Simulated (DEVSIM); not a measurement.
Device: abrupt Si n-p junction, at 300 K.

| layer (left to right) | material | thickness (μm) | Nd (cm⁻³) | Na (cm⁻³) | τn (s) | τp (s) |
|---|---|---|---|---|---|---|
| 1 | Si | 0.220 | 3e18 | - | 1.8e-7 | 1.8e-7 |
| 2 | Si | 0.310 | - | 1.8e14 | 1.8e-7 | 1.8e-7 |

Left contact: ohmic. Right contact: ohmic. Voltage is applied to the left contact. Recombination: SRH at mid-gap, radiative, Auger. Gap narrowing is on: ΔEg = 6.92 meV × (l + √(l² + 0.5)), l = ln(N/1.3e17 cm⁻³), shared equally by both band edges. Mobility is constant in doping.

Constants are typed, rounded textbook-type inputs, not results; the design itself was drawn at random and stands for no fabricated device. Values at 300 K.

| parameter | Si |
|---|---|
| gap (eV) | 1.124 |
| affinity (eV) | 4.05 |
| permittivity | 11.7 |
| Nc (cm⁻³) | 2.86e19 |
| Nv (cm⁻³) | 3.1e19 |
| μn (cm²/Vs) | 1417 |
| μp (cm²/Vs) | 470 |
| B (cm³/s) | 4.7e-15 |
| Cn (cm⁶/s) | 2.8e-31 |
| Cp (cm⁶/s) | 9.9e-32 |

Simulated with DEVSIM: 1D drift-diffusion, Boltzmann statistics, complete ionisation; no tunnelling, impact ionisation, image-force lowering or self-heating.

Question: Tabulate band edges, carrier densities and field at 2.0 V on the left contact.

Answer: Energies count from the Fermi level of the right contact; mesh points crowd at the junctions.

```csv
x (μm),Ec (eV),Ev (eV),n (cm⁻³),p (cm⁻³),field (V/cm)
0.000,-1.942,-3.022,3.0e18,210,≈ 0
0.01025,-1.942,-3.022,3.0e18,200,≈ 0
0.02388,-1.942,-3.022,3.0e18,190,≈ 0
0.04202,-1.942,-3.022,3.0e18,170,≈ 0
0.07583,-1.942,-3.022,3.0e18,140,≈ 0
0.1100,-1.942,-3.022,3.0e18,110,≈ 0
0.1450,-1.942,-3.022,3.0e18,< 1e2,≈ 0
0.1785,-1.942,-3.022,3.0e18,< 1e2,≈ 0
0.1965,-1.942,-3.022,3.0e18,< 1e2,≈ 0
0.2101,-1.941,-3.021,2.9e18,< 1e2,2700
0.2200,-1.887,-3.010,3.6e17,< 1e2,100000
0.2331,-1.768,-2.891,3.6e15,< 1e2,87000
0.2483,-1.636,-2.759,2.2e13,< 1e2,87000
0.2689,-1.456,-2.579,2.1e10,320,87000
0.3084,-1.111,-2.235,690000,3200,87000
0.3508,-0.742,-1.866,650000,6300,87000
0.3986,-0.327,-1.451,650000,9900,87000
0.4411,0.042,-1.081,650000,13000,87000
0.4808,0.386,-0.737,650000,1.3e7,87000
0.5015,0.566,-0.558,650000,1.3e10,87000
0.5167,0.697,-0.427,650000,2.1e12,87000
0.5300,0.812,-0.312,650000,1.8e14,86000
```
